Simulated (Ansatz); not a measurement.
The parent structure is ZnSe in the zinc blende structure (space group F-43m, No. 216; a = 5.633 Å).

Method: PBEsol (Ansatz, an electronic-structure program), no spin-orbit coupling.

Strains are applied to the cell and any free atomic positions relax.

One change was made to it. Results:

```
quantity                  base            after
-------------  ---------------  ---------------
pressure              0.00 GPa        -0.94 GPa
band gap               1.24 eV          1.18 eV
electron mass  0.091 mₑ (at Γ)  0.089 mₑ (at Γ)
```

Problem. Which of these changes matches the shifts?
(A) isotropic strain −2.00 %
(B) isotropic strain +0.50 %
(C) isotropic strain +2.00 %
(D) isotropic strain −2.50 %

Solution. B, isotropic strain +0.50 %. For comparison, the band gap in the other runs: isotropic strain −2.50 % gives 1.55 eV; isotropic strain −2.00 % gives 1.49 eV; isotropic strain +2.00 % gives 1.01 eV.

Masses are band curvatures over ±0.01 Å⁻¹ around the edge. No phonon test of stability was made.
